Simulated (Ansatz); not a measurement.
A self-consistent single point of MgSc (P4mm, 2 atoms in the cell) with Ansatz (a program for electronic structure).

Method: PBEsol, default PAW files made with PBE (plane waves; Ansatz).

```
CELL_PARAMETERS angstrom
      3.61443     0.00000     0.00000
      0.00000     3.61443     0.00000
      0.00000     0.00000     3.61443
ATOMIC_POSITIONS crystal
  Mg 0.00000 0.00000 0.01383
  Sc 0.50000 0.50000 0.50000
```

Reference input (self-consistent single point, DFT, PBEsol, plane waves, default PAW files made with PBE): basis.ecutwfc = 420 eV; kpoints.mp_grid.grid = 9 9 9; hamiltonian.xc = pbesol; hamiltonian.pseudopotentials = {kind: paw} (the program's default PAW files); scf.occupations.method = gaussian; scf.occupations.width = 0.1 eV. This run's input differs from it in these lines:

Ansatz 0.2 input:
```diff
@@ -12,3 +12,3 @@
 kpoints:
-  mp_grid: { grid: [9, 9, 9] }
+  mp_grid: { grid: [15, 15, 15] }
 hamiltonian:
@@ -17,3 +17,3 @@
 scf:
-  occupations: { method: gaussian, width: 0.1 eV }
+  occupations: { method: gaussian, width: 0.5 eV }
 output:
```

Output (repeated stretches shortened):

```
SCF iter   1: F=—  HF=-4023.611865 eV  |F-HF|=—  |Δ(HF+E_count)|=         —  Δρ=3.18e-3  dr2=2.92e-3  ethr=1.77e-3  ⟨swp⟩=5.0  Hψ=19292  notcnv=0
all-band conjugate gradients solve this SCF's bands
preconditioner: auto → none
SCF iter   2: F=—  HF=-4023.610153 eV  |F-HF|=—  |Δ(HF+E_count)|=   1.71e-3  Δρ=1.76e-3  dr2=1.14e-3  ethr=1.39e-5  ⟨swp⟩=2.7  Hψ=10236  notcnv=0
SCF iter   3: F=—  HF=-4023.609936 eV  |F-HF|=—  |Δ(HF+E_count)|=   2.17e-4  Δρ=2.02e-4  dr2=2.74e-5  ethr=5.41e-6  ⟨swp⟩=2.9  Hψ=7835  notcnv=0
SCF iter   4: F=—  HF=-4023.610003 eV  |F-HF|=—  |Δ(HF+E_count)|=   6.67e-5  Δρ=4.91e-5  dr2=1.76e-6  ethr=1.30e-7  ⟨swp⟩=2.0  Hψ=5620  notcnv=0
iter 5 did not close the SCF: its close was put off for the readings that it lacked (scf_convergence_deferred on its scf_iter line)
SCF iter   5: F=-4023.610002 eV  HF=-4023.610002 eV  |F-HF|=1.30e-8  |Δ(HF+E_count)|=   4.60e-7  Δρ=8.94e-6  dr2=3.97e-8  ethr=8.39e-9  ⟨swp⟩=2.1  Hψ=6368  notcnv=0
SCF iter   6: F=-4023.610002 eV  HF=-4023.610002 eV  |F-HF|=4.30e-9  |Δ(HF+E_count)|=   1.13e-8  Δρ=2.76e-6  dr2=5.37e-9  ethr=1.89e-10  ⟨swp⟩=3.2  Hψ=16939  notcnv=0
SCF 1 converged in 6 iterations: F = -4023.610002 eV  dr2 = 5.37e-9
Free energy (F): -4023.610002 eV
Internal energy: -4023.341386 eV  (E = F + TS)
E sigma→0 (E₀):  -4023.475694 eV
Entropy (-TS):   -0.268616 eV (-134.308 meV/atom)
Fermi energy:    7.401144 eV
--- Forces (eV/Å), atoms counted from 1 ---
  atom   1  Mg     0.00000000     0.00000000    -0.17865093
  atom   2  Sc    -0.00000000     0.00000000     0.17865976
--- Stress (GPa, compression-positive) ---
       -1.775735       0.000000      -0.000000
        0.000000      -1.775735       0.000000
       -0.000000       0.000000      -1.814564
  P = ⅓ Tr σ = -1.7887 GPa (-17.887 kbar)
  The stress holds the Pulay correction. Without it, at fixed plane waves, as pw.x and ABINIT print it: P = -1.7954 GPa
```

The run converged in 6 iterations. Against the reference run the free energy drops by 69.5 meV/atom, the pressure goes from -2.05 to -1.79 GPa and the largest force hardly changes (0.181 to 0.179 eV/Å). The full log also holds: “iter 5 did not close the SCF: its close was put off for the readings that it lacked (scf_convergence_deferred on its scf_iter line)”.

The starting cell comes from a database of computed structures (which also holds hypothetical and non-ambient phases and stackings), without a prior relaxation at this level. Its lattice was rescaled by up to half a per cent. One atom was moved a little off its site on purpose. Ansatz's pressure includes its estimate of the finite-basis (Pulay) stress.
